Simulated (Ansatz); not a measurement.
The (110) surface of rock-salt TiC in its 1x1 cell (cut with top plane C + Ti, bottom plane C + Ti), outermost plane spacing 1.53 Å in the ideal cut

These are r2SCAN, at the PBE geometry (plane waves to 500 eV, PAW; Ansatz, a first-principles code) values and carry that method's errors.

Set-up: 16 atoms, C8Ti8, 10.7 Å thick at the start; mesh 12x9x1; 0.1 eV smearing; dipole correction on; single point; on the structure that PBE left under its start's symmetry; no spin, no spin-orbit, no U.

The surface energy (mean of both faces) is 3.90 J/m^2. The work function of the top face is 3.97 eV and the cost is roughly 120 core-seconds.
